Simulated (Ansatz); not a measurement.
The starting structures come from a database of crystals and need not be the phases stable at ambient conditions.

 Where the default PAW files enter, the runs use the earlier of Ansatz's two default sets.

Inside the gap of an insulator the Bloch states are evanescent, with a wavenumber k + iκ along the transport direction.

Consider the following.

```yaml
crystal:
  lattice:
    - [3.86466, 0.00000, 0.00000]
    - [0.01308, 7.38856, 0.00000]
    - [0.00000, 0.00000, 7.62547]
  atoms:
    - { symbol: W, position: [0.05397, 0.25478, 0.28424] }
    - { symbol: W, position: [0.94603, 0.74522, 0.71576] }
    - { symbol: W, position: [0.94603, 0.24522, 0.78424] }
    - { symbol: W, position: [0.05397, 0.75478, 0.21576] }
    - { symbol: O, position: [0.00108, 0.75073, 0.98661] }
    - { symbol: O, position: [0.99892, 0.24927, 0.01339] }
    - { symbol: O, position: [0.99892, 0.74927, 0.48661] }
    - { symbol: O, position: [0.00108, 0.25073, 0.51339] }
    - { symbol: O, position: [0.99877, 0.49843, 0.74960] }
    - { symbol: O, position: [0.00123, 0.50157, 0.25040] }
    - { symbol: O, position: [0.00123, 0.00157, 0.24960] }
    - { symbol: O, position: [0.99877, 0.99843, 0.75040] }
    - { symbol: O, position: [0.49373, 0.74928, 0.73014] }
    - { symbol: O, position: [0.50627, 0.25072, 0.26986] }
    - { symbol: O, position: [0.50627, 0.75072, 0.23014] }
    - { symbol: O, position: [0.49373, 0.24928, 0.76986] }
```

Space group of this cell: P2_1/c. The cell is strained (all lengths scaled by 0.98); by PBEsol its mean pressure is 6.7 GPa.

Transport runs along the normal of the first two printed cell vectors.

No gap correction and no spin-orbit coupling; mid-gap values are interpolated between computed energies.

### Question
Give the band gap and the smallest decay constant κ at mid-gap that PBEsol run with Ansatz (a first-principles code) yields.

### Answer
Gap 1.54 eV on a 8×4×4 mesh; κ = 0.219 1/Å, at the zone centre.
